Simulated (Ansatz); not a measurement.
# MoTe2: carrier doping

Start from MoTe2 (space group P6_3/mmc, No. 194; layered, stacked along the Cartesian z axis).

```yaml
crystal:
  lattice:
    - [3.49661, 0.00000, 0.00000]
    - [-1.74831, 3.02815, 0.00000]
    - [0.00000, 0.00000, 13.69583]
  atoms:
    - { symbol: Mo, position: [0.33333, 0.66667, 0.75000] }
    - { symbol: Mo, position: [0.66667, 0.33333, 0.25000] }
    - { symbol: Te, position: [0.33333, 0.66667, 0.11732] }
    - { symbol: Te, position: [0.66667, 0.33333, 0.61732] }
    - { symbol: Te, position: [0.66667, 0.33333, 0.88268] }
    - { symbol: Te, position: [0.33333, 0.66667, 0.38268] }
```

Carriers are added at fixed cell with a uniform background; the Fermi–Dirac width is that of 300 K.

The values are results of DFT with PBE-D3(BJ), PAW potentials and a 420 eV plane-wave cutoff in Ansatz (a quantum-chemistry and plane-wave program), no spin-orbit coupling, not measurements.

Notes on the quantities. Fermi level from band edge: Fermi level relative to the doped band's edge (positive inside the band; to 0.05 eV).

```tsv
variant	Fermi level from band edge	gap between the host's bands	gap character
undoped	–	0.59 eV	indirect, Γ → k = (0.200, 0.200, 0) in the run's primitive reciprocal basis
electrons 2.0×10^21 cm⁻³	+0.30 eV	0.58 eV	indirect, Γ → k = (0.200, 0.200, 0) in the run's primitive reciprocal basis
electrons 3.0×10^21 cm⁻³	+0.40 eV	0.58 eV	indirect, Γ → k = (0.200, 0.200, 0) in the run's primitive reciprocal basis
electrons 5.0×10^21 cm⁻³	+0.50 eV	0.56 eV	indirect, Γ → k = (0.200, 0.200, 0) in the run's primitive reciprocal basis
holes 2.0×10^21 cm⁻³	+0.20 eV	0.60 eV	indirect, K–Γ (81 % along) → k = (0.200, 0.200, 0) in the run's primitive reciprocal basis
holes 3.0×10^21 cm⁻³	+0.25 eV	0.59 eV	indirect, K–Γ (81 % along) → k = (0.200, 0.200, 0) in the run's primitive reciprocal basis
holes 5.0×10^21 cm⁻³	+0.35 eV	0.57 eV	indirect, K–Γ (81 % along) → k = (0.200, 0.200, 0) in the run's primitive reciprocal basis
```

Charged cell with a jellium background: band edges are those of the host's band count, energies are not comparable with the neutral cell, and many-body gap narrowing is missing. Spin-orbit coupling, missing from the scalar runs, can matter with Te. Whether these cells are dynamically stable was not tested. The D3 term's C6 switches between coordination references near this geometry, which can add small steps to energies.
